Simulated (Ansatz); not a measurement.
System: O vacancy in monoclinic HfO2 (neutral cell). The step: one O atom jumps into the vacancy from a nearby O site; the atom moves 2.76 Å along (0.13, 0.48, 0.19) of the unit cell; the moving atom starts with neighbours Hf at 2.04, Hf at 2.08, Hf at 2.16; O at 2.57, O at 2.60 Å and ends with 2 Hf at 2.06, Hf at 2.16; O at 2.56, O at 2.57 Å. DFT values are from Ansatz (plane-wave PAW, 420 eV unless said) in a cell of 96 host sites, spin-restricted, static, with no finite-size correction. The charge state is imposed; whether it is stable for some Fermi level was not computed. Forms of the defect that were not tried may lie lower. The start lies 0.14 eV above the lowest site run (PBE). For the PBE band: the check of the saddle point's order was inconclusive.

```
Level                                                              Forward barrier (eV)  Cost of the band or of the saddle's single point
-----------------------------------------------------------------  --------------------  ------------------------------------------------
CHGNet universal potential (has no charge state), its own band                     1.13                                                 -
PBE, the Γ point alone, band relaxed                                               2.22                      very roughly 70 core-minutes
PBE, a 2×2×2 k-point mesh shifted by half a step, same geometries                  2.26                            roughly 9 core-minutes
r2SCAN at 500 eV, the Γ point alone, same geometries                         (withheld)                          roughly 110 core-seconds
```

Fill in the missing entries.


- r2SCAN at 500 eV, the Γ point alone, same geometries, Forward barrier (eV): 2.54

Ansatz is a first-principles code.
